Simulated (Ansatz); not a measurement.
Given:

```xyz
2
Lattice="0.0000 2.9798 2.9798 2.9798 0.0000 2.9798 2.9798 2.9798 0.0000" Properties=species:S:1:pos:R:3 pbc="T T T"
P      4.4697     4.4697     4.4697
In     0.0000     0.0000     0.0000
```

No spin polarisation.

All numbers come from PBE (Ansatz, a first-principles code), spin-orbit coupling left out. k-mesh 10×10×10 (Γ-centred); smearing 0.05 eV (Fermi–Dirac).

Q: Predict the band gap.

A: 0.44 eV.

Q: Estimate the space group.

A: F-43m (No. 216).

Q: What hole mass (degenerate bands, along [100]) does the calculation give?

A: 0.037, 0.46, 0.46 mₑ (at Γ).

Effective masses come from finite differences of ±0.01 Å⁻¹. No phonon test of stability was made. The cell was made from InSb by this change: Sb → P.
